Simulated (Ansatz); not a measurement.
The structure below was relaxed with PBEsol (Ansatz, a program for electronic structure, PAW, spin-orbit coupling left out).

```
CuS
1.0
    0.00000     2.56223     2.56223
    2.56223     0.00000     2.56223
    2.56223     2.56223     0.00000
S Cu
1 1
Direct
  0.75000   0.75000   0.75000
  0.00000   0.00000   0.00000
```

Problem. Find the space group and the Wyckoff positions.

Solution. Space group F-43m (No. 216); a = 5.124 Å, b = 5.124 Å, c = 5.124 Å, α = 90.00°, β = 90.00°, γ = 90.00°

```csv
atom,site,symmetry,x,y,z
S,4c,-43m,0.2500,0.2500,0.2500
Cu,4a,-43m,0.0000,0.0000,0.0000
```

Problem. Describe the coordination.

Solution. The crystal has 8 atoms in its conventional cell. Lattice parameters: a = b = c = 5.124 Å, α = β = γ = 90.00°. S is surrounded by 4 Cu at 2.219 Å (tetrahedral). Cu sees 4 S at 2.219 Å (tetrahedral). (Neighbours: up to the widest gap in distance over summed covalent radii, below 1.35, at either atom; cation-cation and far metal-metal contacts left out.)

Whether these cells are dynamically stable was not tested. The final runs are not spin-polarised. An odd electron count without spin: CuS. The cell was made from BeS by this change: Be → Cu; the result is a model cell, its experimental status unchecked.
